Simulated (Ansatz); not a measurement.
System: GeSe (model structure, started from the 4H type, P6₃mc, No. 186, 8 atoms in the cell). Method: PBEsol (plane waves, PAW; Ansatz, a program for electronic structure).

Settings: plane-wave cutoff 520 eV, 18×18×4 k mesh (along the axes of the cell as run), Fermi–Dirac smearing 0.05 eV, scalar-relativistic PAW data made under PBE.

Cell (relaxed at this level):

```cif
data_Ge4Se4
_chemical_formula_sum 'Ge4 Se4'
_space_group_name_H-M_alt 'P 1'
_space_group_IT_number 1
_cell_length_a 4.71259
_cell_length_b 4.71259
_cell_length_c 11.10480
_cell_angle_alpha 90.000
_cell_angle_beta 90.000
_cell_angle_gamma 120.000
loop_
_space_group_symop_operation_xyz
  'x, y, z'
loop_
_atom_site_label
_atom_site_type_symbol
_atom_site_fract_x
_atom_site_fract_y
_atom_site_fract_z
_atom_site_occupancy
Ge1 Ge 0.00000 0.00000 0.02338 1
Ge2 Ge 0.00000 0.00000 0.52338 1
Ge3 Ge 0.66667 0.33333 0.77273 1
Ge4 Ge 0.33333 0.66667 0.27273 1
Se1 Se 0.00000 0.00000 0.78975 1
Se2 Se 0.00000 0.00000 0.28975 1
Se3 Se 0.66667 0.33333 0.53977 1
Se4 Se 0.33333 0.66667 0.03977 1
```

Estimate the band gap, smallest direct gap on the k points sampled and direct gap at Γ that the calculation returns.


* **band gap**: 0.47 eV (indirect)
* **smallest direct gap on the k points sampled**: 0.79 eV
* **direct gap at Γ**: 2.36 eV

Note: the relaxation could raise the start's symmetry but not lower it, so the cell can be a saddle point.

Spin–orbit coupling is not included.

The computed numbers hold no vibrational or temperature effects.

A model structure was made by putting elements into a prototype or built by hand; it is no filed structure, need not be a known phase, and can be a saddle point held by its symmetry.
